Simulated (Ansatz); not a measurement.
W under load (space group Im-3m), Ansatz (a program for electronic structure) with PBEsol, DFPT electron-phonon coupling, linearised Boltzmann equation. Condition of this run: hydrostatic pressure 30 GPa (the target of the relaxation). Phonon-limited resistivity 3.84 μΩ·cm at 300 K, 5.27 μΩ·cm at 400 K, current-weighted mean free path 19.6 nm, Drude plasma energy 8.77 eV.

What temperature coefficient of resistance follows, and how does it compare with 1/T?

(ρ₄₀₀ − ρ₃₀₀)/(100 K × ρ₃₀₀) = 3.72×10⁻³ K⁻¹, against 1/T = 3.33×10⁻³ K⁻¹ for a resistivity proportional to T. It lies higher because phonons are still being populated at 300 K; impurities would add a constant and lower it.

What is the classical skin depth at 10 GHz (nonmagnetic, μ₀ = 1.257×10⁻⁶ H/m)?

δ = √(ρ/(π f μ₀)) = 986 nm.

Estimate the electronic thermal conductivity at 300 K by the Wiedemann-Franz law (L₀ = 2.44×10⁻⁸ W·Ω/K²).

L₀T/ρ = 2.44×10⁻⁸ × 300/(3.84×10⁻⁸) = 191 W/(m·K). Inelastic scattering puts the true Lorenz number somewhat under L₀ near and below the Debye temperature.

A metal at this level (no band gap). Only scattering by harmonic phonons is included (no impurities, grain boundaries, electron-electron scattering or thermal expansion). Spin-orbit coupling is left out, which matters with elements this heavy. The squared frequency of the phonon mode least converged on the k mesh is uncertain by about 16 %. Halving the electron mesh (40x40x40) moves the resistivity by up to 1 % at 300 K, the mean free path by up to 3 %. Smearing 0.20 eV; phonons on a 6x6x6 q mesh, which this run doesn't test.
